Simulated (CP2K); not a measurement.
# Convergence study of shifted k-point meshes for Na (Im-3m, 1 atom in the cell)

```
Na
1.0
    3.70771     0.00000     0.00000
   -1.23591     3.49567     0.00000
   -1.23591    -1.74783     3.02734
Na
1
Cartesian
  0.00000   0.00000   0.00000
```

Method of the run: CP2K with PBE, GPW, DZVP-MOLOPT-SR-GTH basis, GTH-PBE potentials (GTH_POTENTIALS).

Base settings: CUTOFF = 950 Ry; REL_CUTOFF = 60 Ry; SMEAR/METHOD = FERMI_DIRAC; ELECTRONIC_TEMPERATURE = 1160.45 K; KPOINTS/SCHEME = MONKHORST-PACK 5 5 5; XC_FUNCTIONAL = PBE; Na/BASIS_SET = DZVP-MOLOPT-SR-GTH-q9; Na/POTENTIAL = GTH-PBE-q9; METHOD = GPW; EPS_DEFAULT = 1e-10.

Only quantities that move along the ladder and can be compared are tabulated.

The starting cell has typed, rounded lattice constants, without a prior relaxation at this level. Its lattice was rescaled by up to half a per cent. Values carry the incompleteness of an atom-centred basis. Without a gap this mesh is coarse (it stands for a supercell whose shortest vector is 19 Å).

Steps (KPOINTS/SCHEME): MONKHORST-PACK 2 2 2; MACDONALD 3 3 3 0.1666666667 0.1666666667 0.1666666667; MONKHORST-PACK 4 4 4; MACDONALD 5 5 5 0.1 0.1 0.1; MONKHORST-PACK 6 6 6; MACDONALD 7 7 7 0.07142857143 0.07142857143 0.07142857143; MONKHORST-PACK 8 8 8; MACDONALD 9 9 9 0.05555555556 0.05555555556 0.05555555556; MONKHORST-PACK 10 10 10; MACDONALD 11 11 11 0.04545454545 0.04545454545 0.04545454545; MACDONALD 13 13 13 0.03846153846 0.03846153846 0.03846153846; MONKHORST-PACK 14 14 14; MONKHORST-PACK 16 16 16; MACDONALD 17 17 17 0.02941176471 0.02941176471 0.02941176471; MACDONALD 19 19 19 0.02631578947 0.02631578947 0.02631578947; MACDONALD 23 23 23 0.02173913043 0.02173913043 0.02173913043; MONKHORST-PACK 26 26 26.

Q: What is the coarsest KPOINTS/SCHEME that holds the pressure within 0.2 GPa of the last step, with all finer ones?

A: MACDONALD 3 3 3 0.1666666667 0.1666666667 0.1666666667; the step before is off by 0.49 GPa.

Q: What is the coarsest KPOINTS/SCHEME that holds the free energy within 0.5 meV/atom of the last step, with all finer ones?

A: MACDONALD 11 11 11 0.04545454545 0.04545454545 0.04545454545; the step before is off by 1.0 meV/atom.

| KPOINTS/SCHEME | free energy less the last step's (meV/atom) | pressure (GPa) |
|---|---|---|
| MONKHORST-PACK 2 2 2 | 81.54 | 0.34 |
| MACDONALD 3 3 3 0.1666666667 0.1666666667 0.1666666667 | 22.60 | -0.09 |
| MONKHORST-PACK 4 4 4 | -5.22 | -0.11 |
| MACDONALD 5 5 5 0.1 0.1 0.1 | 34.51 | -0.05 |
| MONKHORST-PACK 6 6 6 | -18.27 | -0.21 |
| MACDONALD 7 7 7 0.07142857143 0.07142857143 0.07142857143 | 10.47 | -0.12 |
| MONKHORST-PACK 8 8 8 | -4.93 | -0.18 |
| MACDONALD 9 9 9 0.05555555556 0.05555555556 0.05555555556 | 0.78 | -0.15 |
| MONKHORST-PACK 10 10 10 | -1.04 | -0.16 |
| MACDONALD 11 11 11 0.04545454545 0.04545454545 0.04545454545 | -0.37 | -0.16 |
| MACDONALD 13 13 13 0.03846153846 0.03846153846 0.03846153846 | 0.11 | -0.15 |
| MONKHORST-PACK 14 14 14 | 0.00 | -0.15 |
| MONKHORST-PACK 16 16 16 | 0.19 | -0.15 |
| MACDONALD 17 17 17 0.02941176471 0.02941176471 0.02941176471 | -0.23 | -0.16 |
| MACDONALD 19 19 19 0.02631578947 0.02631578947 0.02631578947 | -0.20 | -0.16 |
| MACDONALD 23 23 23 0.02173913043 0.02173913043 0.02173913043 | -0.02 | -0.15 |
| MONKHORST-PACK 26 26 26 | 0.00 | -0.15 |
